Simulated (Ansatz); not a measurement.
For rock-salt LuN, PBEsol (PAW; Ansatz, a first-principles code) gives:

| Property | Result |
|---|---|
| lattice constant a | 4.702 Å |
| bulk modulus B0 | 184 GPa |
| cohesive energy | 6.97 eV/atom |
| band gap at the measured cell | 0.00 eV |

**Question.** What does PBE0 (plane waves, PAW; Ansatz) give for the same quantities?

**Answer.** 
- lattice constant a: 4.758 Å (rises by 1.2 %)
- bulk modulus: 185 GPa (stays essentially unchanged)
- cohesive energy: 6.35 eV/atom (falls by 0.62 eV/atom)
- band gap at the measured cell: 1.53 eV (rises by 1.53 eV)

Changes are worked out from the printed values.

Unless a cell is named, each level is at its own relaxed cell (PBEsol 12.99, PBE0 13.46 Å³/atom).

Levels without +SOC leave out spin–orbit coupling, which shifts energies and cells of such heavy elements.

Levels without +SOC have no spin–orbit coupling; where heavier elements are present it shifts gaps, mostly down, and can invert bands. A gap of zero means that the bands touch or overlap. Density-functional gaps are differences of (generalised) Kohn–Sham levels.

Ansatz's density-functional and Hartree–Fock values are scalar-relativistic unless marked +SOC, with PAW data made under PBE.
